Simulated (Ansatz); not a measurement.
Take Ca in the fcc (Cu type) structure (space group Fm-3m, No. 225) as the base.

```
CELL_PARAMETERS angstrom
      0.00000     2.78423     2.78423
      2.78423     0.00000     2.78423
      2.78423     2.78423     0.00000
ATOMIC_POSITIONS crystal
  Ca 0.00000 0.00000 0.00000
```

Cartesian axes are those of the cell as printed.

Method: r2SCAN (Ansatz, a first-principles code), no spin-orbit coupling.

Before the change:

| Quantity | Result |
|---|---|
| Band gap | zero |
| Shortest interatomic distance | 3.937 Å |

One thing is altered: a free-standing slab of 6 layers (6 atoms, 1 a layer) is cut normal to [111], with 15 Å of vacuum and the in-plane cell held at bulk.

What does the calculation give for the change of the spacing d12 from its bulk value of 3.215 Å after the change?

The change of the spacing d12 from its bulk value of 3.215 Å is -2.2 %.

Estimate the effect on the excess energy per area of both faces.

The excess energy per area of both faces (slab less bulk energy over the cell's area: twice a surface energy) comes out as 1.0 J/m² (uncertain by up to 0.07 J/m²).

What does the calculation give for the band gap after the change?

The band gap remains zero.

What happens to the shortest interatomic distance?

The shortest interatomic distance decreases by 0.057 Å (3.937 Å → 3.880 Å).

Slab and bulk use different k-meshes, which limits the precision of the excess energy. Stability against distortions was not tested.
